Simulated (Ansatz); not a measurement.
## Bader charge of Ni (e) in related cells

Cell A: Ni (fcc, Fm-3m), 1 atom in the cell; spin state with PBE: net moment 0.6 μB a cell, k-point mesh 30×30×30 on the run's own vectors. Conventional cell: a = b = c = 3.521 Å, α = β = γ = 90.00°.

Cell B: Ni2Si (Pnma), 12 atoms in the cell; spin state with PBE: no moments, k-point mesh 10×8×6 on the run's own vectors. Conventional cell: a = 5.0205 Å, b = 3.7307 Å, c = 7.0771 Å, α = β = γ = 90.00°.

Cell C: NiSi (Pnma), 8 atoms in the cell; spin state with PBE: no moments, k-point mesh 10×8×6 on the run's own vectors. Conventional cell: a = 5.1563 Å, b = 3.3743 Å, c = 5.6199 Å, α = 90.00°, β = 90.00°, γ = 90.00°.

Cell D: NiSi2 (Fm-3m), 3 atoms in the cell; spin state with PBE: no moments, k-point mesh 12×12×12 on the run's own vectors. Conventional cell: a = b = c = 5.4440 Å, α = β = γ = 90.00°.

Computed with Ansatz (plane waves, PAW), its default PAW set, cutoff 420 eV. The structures are at rest with PBE. Neutral cells; Fermi-Dirac smearing of at most 0.10 eV in the solids, energies taken to zero width. Cells are local rest points, mostly with their start's symmetry. Spin states are those reached from the starting moments, not proven ground states. A dispersion term ran beside these levels; it doesn't touch the electrons. Electrons of density maxima off the nuclei are shared among the atoms. Mean over the atoms, with the range where they differ; positive means electrons lost.

```
system                     PBE
------  ----------------------
A                         0.00
B       -0.23 (-0.31 to -0.15)
C                        -0.44
D                        -0.80
```

With PBE the value is lowest for D and highest for A.

Ansatz is a quantum-chemistry and plane-wave program.
